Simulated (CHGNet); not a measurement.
## AlB2-type TiB₂

Level of theory: the machine-learned potential CHGNet-r²SCAN (trained on r²SCAN data).

Cell: relaxed at this level.

- lattice parameter a: 3.022 Å
- lattice parameter c: 3.236 Å

Measured, for comparison: lattice constant a 3.029 Å, lattice parameter c 3.229 Å (293 K, no zero-point or thermal correction; as tabulated in R. G. Munro, J. Res. NIST 105, 709 (2000), Material Properties of Titanium …). Computed (rounded) less measured: lattice constant a -0.2 %, lattice parameter c +0.2 %.

A machine-learned potential is trained on density-functional data: it inherits that level's misses and adds fitting errors of its own.
